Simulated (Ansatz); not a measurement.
## A computed series for WC: response to strain

Start from WC (space group P-6m2, No. 187; a = 2.913 Å, c = 2.835 Å; relaxed with 0.1 eV smearing).

Strains are applied to the cell and any free atomic positions relax.

Method: r2SCAN (Ansatz, an electronic-structure program; PAW; 500 eV plane waves; no spin-orbit coupling).

Notes on the quantities. pressure: mean of the normal stresses, compression positive.

```tsv
isotropic strain (%)	pressure (GPa)
-0.59	7.5
-0.52	6.5
0	0.0
2.58	?
5.47	-46.0
```

Q: Fit P = P₀ − Bδ + Cδ² with δ = (1 + ε)³ − 1 to the rows shown and predict the withheld row.

A: Least squares on the printed values gives P₀ = 0.0 GPa, B = 410 GPa (at held cell shape), C = 831 GPa (largest residual 0.0 GPa); this predicts -27.3 GPa, and the run gives -26.3 GPa, 1.0 higher.

Stability against distortions was not tested. The final runs are not spin-polarised.
